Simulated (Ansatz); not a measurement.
# Carrier properties of BAsO₄ (I-4)

Here is the system:

```xyz
6
Lattice="-2.2548 2.2548 3.3984 2.2548 -2.2548 3.3984 2.2548 2.2548 -3.3984" Properties=species:S:1:pos:R:3 pbc="T T T"
B      2.2548     0.0000     1.6992
As     0.0000     0.0000     0.0000
O      0.7166     1.2467    -0.9024
O     -1.0081     1.5383     4.3009
O      1.5383     1.0081     2.4960
O      3.2630     0.7166     0.9024
```

Calculation: r2SCAN, rigid bands (plane waves, PAW, scalar-relativistic; Ansatz, a quantum-chemistry and plane-wave program). Condition of this run: functional r2SCAN on the same cell. Geometry: cell and atoms relaxed with PBEsol.

| Property | Value |
|---|---|
| band gap | 5.32 eV |
| electron conductivity mass (300 K, dilute) | 0.72 (x), 0.72 (y), 0.63 (z) mₑ |
| effective density of states N_c (300 K) | 1.4e19 cm⁻³ |
| density-of-states mass, electrons | 0.69 mₑ |
| Seebeck coefficient, n-type 1e19 cm⁻³, 300 K | -248 μV/K |
| best n-type power factor at 300 K for τ = 10 fs (best axis; densities from 1e16 to 1e21 cm⁻³ tried, whether or not they can be reached) | 3.5 μW/(cm·K²) at 3e19 cm⁻³ |

Rigid bands; masses and Seebeck coefficients take one relaxation time τ for all states and one kind of carrier; polarons and phonon drag are left out. Spin-orbit coupling is left out. Geometry: cell and atoms relaxed with PBEsol.

Formula and space group known from diffraction (Crystallography Open Database), not checked to be the room-temperature form: BAsO4 (I-4).
